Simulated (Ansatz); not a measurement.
Consider Ba in the bcc (W type) structure (space group Im-3m, No. 229; relaxed with 0.1 eV smearing).

```
CELL_PARAMETERS angstrom
     -2.51206     2.51206     2.51206
      2.51206    -2.51206     2.51206
      2.51206     2.51206    -2.51206
ATOMIC_POSITIONS crystal
  Ba 0.00000 0.00000 0.00000
```

All numbers come from Ansatz (an electronic-structure program) PBE, no spin-orbit coupling.

For the base:

```
Item       Result
--------  -------
Pressure  0.0 GPa
Band gap     zero
```

Perturbation: the cell is scaled by 1.0150 in all directions, atoms relaxed at fixed cell.

Problem. What does the calculation give for the energy relative to the base after the change?

Solution. The energy grows by 3.4 meV/atom.

Problem. How does this affect the pressure?

Solution. The pressure goes from zero to -0.4 GPa.

Problem. Predict the new band gap.

Solution. The band gap is still zero.

The cells carry an imposed strain or load. Stability against distortions was not tested.
